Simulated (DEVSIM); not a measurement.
Structure: Schottky contact on n-type InP, at 300 K.

Layer 1 from the left is InP, thickness (μm) 14.0, Nd (cm⁻³) 1.7e15, τn (s) 6.2e-8, τp (s) 6.2e-8.

Left contact: Schottky, work function 5.43 eV, emission velocity 1.6e6 cm/s. Right contact: ohmic. Voltage is applied to the left contact. Recombination: SRH at mid-gap. Mobility is μmin + (μ − μmin)/(1 + (N/Nref)^α).

Constants are typed, rounded textbook-type inputs, not results; the design itself was drawn at random and stands for no fabricated device. Values at 300 K.

InP: gap (eV) 1.344, affinity (eV) 4.38, permittivity 12.5, Nc (cm⁻³) 5.7e17, Nv (cm⁻³) 1.1e19, μn (cm²/Vs) 5200, μp (cm²/Vs) 170, μn,min 400, μp,min 10, Nref,n 3e17, Nref,p 4.9e17, αn 0.47, αp 0.62.

Problem. Estimate by hand the built-in potential, the peak field at zero bias, the capacitance at -1.5 V, and compare with a numerical solution.

Solution. 
- Built-in potential: barrier φB = 1.050 eV; Vbi = φB − kT/q ln(N_band/N) = 0.900 V; numerical 0.900 V.
- Peak field at zero bias: depletion approximation: W = √(2εVbi/(qN)) = 0.855 μm with N = 1.70e15 cm⁻³; field = 2Vbi/W = 21000 V/cm; numerical 20700 V/cm (estimate above by 1.4 %).
- Capacitance at -1.5 V: C = √(qεN / 2(Vbi + |V|)) = 7.93 nF/cm²; numerical 7.96 nF/cm².

DEVSIM, 1D drift-diffusion, Boltzmann statistics, complete ionisation; no tunnelling, impact ionisation, image-force lowering or self-heating. Metal contacts follow the ideal Schottky-Mott rule: no Fermi-level pinning, no interface dipoles.
